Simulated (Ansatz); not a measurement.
RbInCl3, pressure series

The parent structure is RbInCl3 (space group Fm-3m, No. 225; a = 10.830 Å; a cell from a computed database, its experimental status unchecked).

Cell and atoms are relaxed at each pressure.

Level of theory: PBEsol in Ansatz (plane waves to 420 eV, PAW, without spin-orbit coupling).

Computed cases, in order: pressure −2 GPa; pressure −1 GPa; 0 GPa (base); pressure 0.3 GPa; pressure 0.7 GPa; pressure 1.5 GPa; pressure 3 GPa; pressure 5 GPa; pressure 7.5 GPa; pressure 10 GPa.

Task: Between which two neighbouring cases does the band gap open or close?

Result: Between pressure 5 GPa (0.13 eV) and pressure 7.5 GPa (zero). The whole series: pressure −2 GPa: 1.91 eV; pressure −1 GPa: 1.43 eV; 0 GPa (base): 1.11 eV; pressure 0.3 GPa: 1.01 eV; pressure 0.7 GPa: 0.91 eV; pressure 1.5 GPa: 0.72 eV; pressure 3 GPa: 0.44 eV; pressure 5 GPa: 0.13 eV; pressure 7.5 GPa: zero; pressure 10 GPa: zero.

The mesh was chosen for an insulator and is coarse for the gapless case. Load acts through the strain it causes; cell and atoms are relaxed under it. Stability against distortions was not tested. No other phases were tried under pressure. The final runs are not spin-polarised. The zero or small gap of RbInCl3 under pressure 5 GPa, RbInCl3 under pressure 7.5 GPa and RbInCl3 under pressure 10 GPa can change with the level of theory.

Ansatz is a program for electronic structure.
